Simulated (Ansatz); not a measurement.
Consider this model of amorphous W$_{24}$C$_{12}$N$_{12}$.

```
W2CN
1.0
    8.09389     0.12614     0.16304
    0.12614     8.26594    -0.06166
    0.16304    -0.06166     8.17410
W C N
24 12 12
Direct
  0.20648   0.59547   0.91720
  0.82291   0.68160   0.12646
  0.44904   0.94656   0.42506
  0.84742   0.13037   0.68618
  0.14234   0.13615   0.46931
  0.13426   0.53414   0.55715
  0.23181   0.25863   0.15060
  0.26207   0.23783   0.77890
  0.21449   0.93189   0.02772
  0.44660   0.68310   0.64662
  0.92951   0.18256   0.02599
  0.57247   0.36050   0.66145
  0.76821   0.80212   0.78107
  0.06798   0.81751   0.32838
  0.77626   0.05127   0.31627
  0.72618   0.73081   0.44827
  0.49900   0.28543   0.34826
  0.12305   0.87437   0.67135
  0.37849   0.60007   0.28906
  0.81515   0.40318   0.31361
  0.88929   0.45573   0.82200
  0.55858   0.90987   0.02719
  0.60987   0.24534   0.98424
  0.56608   0.56350   0.95546
  0.68974   0.57629   0.70601
  0.94519   0.59744   0.36821
  0.91878   0.94723   0.50296
  0.26788   0.75446   0.47316
  0.64206   0.84892   0.24422
  0.32924   0.46499   0.70202
  0.10374   0.37133   0.97000
  0.57847   0.51861   0.41475
  0.04429   0.75997   0.07027
  0.38619   0.17097   0.54862
  0.00853   0.66922   0.75897
  0.78066   0.43605   0.06534
  0.60113   0.89151   0.61915
  0.03709   0.30241   0.64341
  0.38172   0.71484   0.07410
  0.38739   0.12062   0.97037
  0.72932   0.23840   0.49533
  0.44460   0.40062   0.11672
  0.99081   0.22518   0.27704
  0.07685   0.05910   0.84861
  0.24992   0.00978   0.26301
  0.25319   0.40434   0.35651
  0.75588   0.03721   0.90311
  0.31466   0.82773   0.81297
```

These are PBE, scalar-relativistic without spin-orbit coupling (plane waves to 420 eV, PAW; Ansatz, a first-principles code) values and carry that method's errors. Neutral PBE cell, which sets geometry, pressure and energy: sampling: a 2×2×2 Γ-centred mesh; Fermi-Dirac width 0.1 eV; no spin polarisation.

Preparation: random packing, a CHGNet melt and quench, and a DFT relaxation. N atoms were pushed apart under 1.9 Å during the dynamics, to hinder bonds among them. The hot cell started wider than the set density and was brought back towards it in steps. It is the lowest in DFT energy of 2 quenches. It is a model cell: composition and starting density were chosen by hand, and all elements were melted together. No dispersion term was used. Its density started from a set value of 16.59 and ended at 14.36 g/cm³. The quench (nominally 300 K/ps over its main leg) was far faster than any real one, so the model tends to hold more defects than a real film. One small periodic cell is one sample of the glass; other quenches scatter about these values. Volume and shape were free in the relaxation.

Question: Give the pressure, the energy against reference phases and the spacing of the highest filled and lowest empty levels.

Answer: 
```json
{
 "Pressure on a 2×2×2 Γ-centred mesh": "0.19 GPa",
 "Largest force and stress component on that mesh (the relaxation ran on one k-point at (1/4, 1/4, 1/4))": "0.48 eV/Å and 0.8 GPa",
 "Energy relative to hexagonal WC + W2N3 (Cm) + bcc W (lowest mix at this level among the phases computed, not always the ambient ones)": "0.447 eV/atom",
 "Gap on a 2×2×2 Γ-centred mesh (PBE)": "within the smearing (under twice its width)"
}
```

Cut-offs for bonds: W-W 3.04 Å, W-C 2.35 Å, W-N 2.50 Å, C-C 1.78 Å, C-N 1.76 Å, N-N 1.70 Å. Two cations that share two anions don't count as bonded, nor two that share one unless they lie closer than W-W 2.95 Å, W-C 2.29 Å, C-C 1.63 Å.
